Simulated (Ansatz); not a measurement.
Consider the following.

End structure of the (310) surface of fcc Ag in its 1x1 cell, outermost plane spacing 0.66 Å in the ideal cut:

```
CELL_PARAMETERS angstrom
      4.14843     0.00000     0.00000
      0.00000     6.55924     0.00000
      0.00000     0.00000    26.50000
ATOMIC_POSITIONS crystal
  Ag 0.50000 0.69155 0.30739
  Ag 0.00000 0.39992 0.32929
  Ag 0.50000 0.10207 0.35046
  Ag 0.00000 0.80737 0.37459
  Ag 0.50000 0.49680 0.40202
  Ag 0.00000 0.19657 0.42604
  Ag 0.50000 0.89832 0.45022
  Ag 0.00000 0.60054 0.47516
  Ag 0.50000 0.30000 0.50000
  Ag 0.00000 0.99946 0.52484
  Ag 0.50000 0.70168 0.54978
  Ag 0.00000 0.40343 0.57396
  Ag 0.50000 0.10320 0.59798
  Ag 0.00000 0.79263 0.62541
  Ag 0.50000 0.49793 0.64954
  Ag 0.00000 0.20008 0.67071
  Ag 0.50000 0.90845 0.69261
```

Slab: 17 atoms, 10.5 Å thick at the start (thin: gaps and levels are the slab's own); k 9x6x1, smearing 0.1 eV, dipole-corrected; all atoms relaxed; held to the start's symmetry, so lower structures may exist; no spin, no spin-orbit, no U.

Task: What surface energy (mean of both faces) does PBE (Ansatz, a quantum-chemistry and plane-wave program) give?

Result: 0.91 J/m²

Task: What is the computed work function of the top face (PBE)?

Result: 4.18 eV
